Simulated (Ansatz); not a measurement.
Take BN in the zinc blende structure (space group F-43m, No. 216) as the base.

```
BN
1.0
    0.00000     1.80285     1.80285
    1.80285     0.00000     1.80285
    1.80285     1.80285     0.00000
N B
1 1
Direct
  0.75000   0.75000   0.75000
  0.00000   0.00000   0.00000
```

Method: Kohn–Sham DFT with the PBEsol functional, run in Ansatz (a quantum-chemistry and plane-wave program) with PAW and 420 eV plane waves, no SOC.

Base values:

- Band gap: 4.30 eV
- Gap character: indirect, Γ → X
- Volume per atom: 5.86 Å³

One thing is altered: full substitution N → P, then cell and atoms are relaxed.

Task: How does this affect the band gap?

Result: The band gap shrinks by 3.185 eV, from 4.30 eV to 1.11 eV.

Task: What happens to the gap character?

Result: The gap character goes from indirect, Γ → X to indirect, Γ → Γ–X (83 % along).

Task: What does the calculation give for the volume per atom after the change?

Result: The volume per atom grows by 5.685 Å³ to 11.54 Å³.

Stability against distortions was not tested.
